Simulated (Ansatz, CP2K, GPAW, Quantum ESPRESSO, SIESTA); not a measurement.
## Code comparison for CoBiO₃ (P4mm, 5 atoms in the cell)

Self-consistent single point.

```xyz
5
Lattice="3.7159 0.0000 0.0000 0.0000 3.7159 0.0000 0.0000 0.0000 4.0116" Properties=species:S:1:pos:R:3 pbc="T T T"
Co     1.8579     1.8579     2.4985
Bi     0.0000     0.0000     0.2044
O      1.8579     0.0000     2.7924
O      0.0000     1.8579     2.7924
O      1.8579     1.8579     0.6522
```

Shared settings, as Ansatz (an electronic-structure program) writes them: kpoints.mp_grid.grid = 9 9 9; scf.occupations.method = fermi_dirac; scf.occupations.width = 0.0073 Ry. Potentials and cutoffs stand in the table.

```csv
code,model,pressure (GPa),largest force (eV/Å),cutoff
Ansatz,"LDA (PW92), PAW files made with PBE",-6.43,0.269,default
SIESTA,"LDA PW92, numerical atomic orbitals DZP, PseudoDojo LDA standard norm-conserving potentials (rewritten from UPF to PSML)",-4.07,0.557,grid 400 Ry
Quantum ESPRESSO,"LDA (PW92), PseudoDojo standard norm-conserving (LDA) pseudopotentials",-6.07,0.265,100 Ry
CP2K,"LDA (Pade form), GPW, DZVP-MOLOPT-PBE-GTH basis, GTH-PBE potentials (POTENTIAL_UZH)",2.88,0.897,grid 650 Ry
GPAW,"LDA (Perdew-Wang 92), GPAW PAW datasets LDA (gpaw-data 1.0.1)",–,0.242,950 eV
```

Size of the force on each atom (eV/Å): Sizes of forces hide their directions.

```tsv
code	Co1	Bi2	O3	O4	O5
Ansatz	0.269	0.055	0.150	0.150	0.024
SIESTA	0.463	0.557	0.076	0.076	0.256
Quantum ESPRESSO	0.265	0.073	0.169	0.169	0.000
CP2K	0.293	0.897	0.253	0.253	0.082
GPAW	0.242	0.134	0.227	0.227	0.078
```

A dash marks a value that a program does not give, or that is left out as unsure.

On Ansatz's run: spin-orbit coupling is off. Spin polarisation is off, so a magnetic state, if there is one, cannot be reached.

The spread over the programs that give each value: pressure within 9.31 GPa; largest force within 0.655 eV/Å.

SIESTA and CP2K use small atom-centred bases, whose incompleteness enters pressures, forces and empty levels differently from a plane-wave cutoff. Ansatz's pressure is given at a fixed set of plane waves, as the other plane-wave codes print theirs; with its correction for the finite basis it is -5.82 GPa (the shift of 0.62 GPa shows how far the cutoff is from converged). The pressure of GPAW is left out: its cutoff lies under the one at which its stress was checked. In the pressure, SIESTA (by 2.18) and CP2K (by 9.13) lie more than 1 GPa from the median of the plane-wave programs. In the force vectors, SIESTA (by 0.631) and CP2K (by 0.971) lie more than 0.08 eV/Å from the median of the plane-wave programs.

The starting cell comes from a database of computed structures (which also holds hypothetical and non-ambient phases and stackings), without a prior relaxation at this level. Its lattice was rescaled by a random factor within 2.5 % of one.

Keys are those of Ansatz 0.2.
